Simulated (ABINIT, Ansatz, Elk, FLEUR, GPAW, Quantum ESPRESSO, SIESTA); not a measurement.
## One structure in several programs: GaFe (P-6m2, 2 atoms in the cell)

Self-consistent single point.

```
CELL_PARAMETERS angstrom
      2.73219     0.00000     0.00000
     -1.36610     2.36615     0.00000
      0.00000     0.00000     4.00740
ATOMIC_POSITIONS crystal
  Ga 0.00000 0.00000 0.50000
  Fe 0.66667 0.33333 0.00000
```
Moments meant for the start (each program seeds them in its own way; μB, in the order of the atoms Ga Fe): 0.0 4.0.

Shared settings, as Ansatz (an electronic-structure program) writes them: kpoints.mp_grid.grid = 11 11 7; scf.occupations.method = fermi_dirac; scf.occupations.width = 0.0073 Ry. Potentials and cutoffs stand in the table.

```csv
code,model,pressure (GPa),size of the net moment (μB/atom),cutoff
Elk,"PBEsol, all-electron FP-LAPW, Elk's shipped species files, default APW+lo basis",–,0.98,default
GPAW,"PBEsol, GPAW PAW datasets PBEsol (made by gpaw-setup)",-2.78,0.99,800 eV
FLEUR,"PBEsol, all-electron FLAPW (FLEUR), scalar-relativistic valence",–,0.99,Kmax 4.5 1/bohr
ABINIT,"PBEsol, norm-conserving pseudopotentials (PseudoDojo nc-sr-04 PBEsol standard)",-3.65,1.04,45 Ha
SIESTA,"GGA PBEsol, numerical atomic orbitals TZP, PseudoDojo PBEsol standard norm-conserving potentials (rewritten from UPF to PSML)",-5.45,1.05,grid 400 Ry
Quantum ESPRESSO,"PBEsol, SSSP 1.1.2 precision (PBE) pseudopotentials",-4.51,0.99,90 Ry
Ansatz,"PBEsol, PAW files made with PBE",-4.77,0.99,30.9 Ry
```

A dash marks a value that a program does not give, or that is left out as unsure.

On Ansatz's run: with one magnetic atom in the cell only a parallel order is possible.

The spread over the programs that give each value: pressure within 2.67 GPa; size of the net moment within 0.07 μB/atom.

SIESTA uses small atom-centred bases, whose incompleteness enters pressures, forces and empty levels differently from a plane-wave cutoff. Elk and FLEUR treat all electrons, but the usual bases taken here (sphere radii, linearisation, local orbitals, empty states) were not tested for convergence, so the values are no reference for the others. Ansatz's pressure is given at a fixed set of plane waves, as the other plane-wave codes print theirs; with its correction for the finite basis it is -4.66 GPa. In the pressure, GPAW (by 1.30) and SIESTA (by 1.37) lie more than 1 GPa from the median of the plane-wave programs.

The starting cell comes from a database of computed structures (which also holds hypothetical and non-ambient phases and stackings), without a prior relaxation at this level. Its lattice was rescaled by a random factor within 2.5 % of one.

Keys are those of Ansatz 0.2.
